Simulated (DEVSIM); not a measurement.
Structure: abrupt GaAs p-n junction, at 450 K.

Layer 1 from the left is GaAs, thickness (μm) 4.10, Na (cm⁻³) 3.3e17, τn (s) 9.2e-9, τp (s) 9.2e-9. Layer 2 from the left is GaAs, thickness (μm) 200, Nd (cm⁻³) 1.6e15, τn (s) 9.2e-9, τp (s) 9.2e-9.

Left contact: ohmic. Right contact: ohmic. Voltage is applied to the left contact. Recombination: SRH at mid-gap, radiative. Mobility is μmin + (μ − μmin)/(1 + (N/Nref)^α).

This is a model device: material constants are rounded textbook-type values typed into the input, and sizes, dopings and lifetimes were drawn at random. Values at 300 K; Nc and Nv go as T^1.5, mobilities as T to minus their exponent, the gap by Varshni's rule with the affinity fixed.

GaAs: gap (eV) 1.424, affinity (eV) 4.07, permittivity 12.9, Nc (cm⁻³) 4.7e17, Nv (cm⁻³) 9e18, μn (cm²/Vs) 8500, μp (cm²/Vs) 400, μn,min 500, μp,min 20, Nref,n 6e16, Nref,p 1.5e17, αn 0.39, αp 0.38, T exponent of μn 2.1, T exponent of μp 2.2, B (cm³/s) 2e-10, Varshni α (eV/K) 0.000541, Varshni β (K) 204.

Model (solved in DEVSIM): 1D drift-diffusion, Boltzmann statistics, complete ionisation; no tunnelling, impact ionisation, image-force lowering or self-heating.

Problem. What does the simulation give for the largest field in the device at zero bias, the potential step across the device at zero bias, the dark forward voltage at 1 A/cm²?

Solution. largest field in the device at zero bias 40000 V/cm; potential step across the device at zero bias 0.957 V; dark forward voltage at 1 A/cm² 0.704 V.
